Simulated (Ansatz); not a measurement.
Consider ZnS in the zinc blende structure (space group F-43m, No. 216; a = 5.297 Å). Axes: x, y, z lie along the cube axes.

The values are results of LDA (Ansatz, a first-principles code; PAW; 420 eV plane waves; scalar-relativistic without spin-orbit coupling), not measurements.

For the base:

| Quantity | Result |
|---|---|
| Valley order | Γ 2.13 eV; X along ⟨100⟩ 3.05 eV; L along ⟨111⟩ 3.20 eV |
| Volume per atom | 18.58 Å³ |

Now apply this change: compressive biaxial strain of 0.42 % in the plane normal to [111], as in epitaxy on a mismatched substrate; the out-of-plane cell vector and the atoms relax.

Problem. Predict the new valley order and volume per atom.

Solution. The valley order (the lowest conduction-band minima on the path, energy above the VBM, named in the base's zone) becomes Γ 2.14 eV; X along [100] 3.02 eV; L along [1-11] 3.18 eV; L along [111] 3.26 eV (base: Γ 2.13 eV; X along ⟨100⟩ 3.05 eV; L along ⟨111⟩ 3.20 eV); the volume per atom decreases by 0.105 Å³, from 18.58 Å³ to 18.47 Å³.

The levels and masses belong to the bands next to the band gap. No phonon test of stability was made.
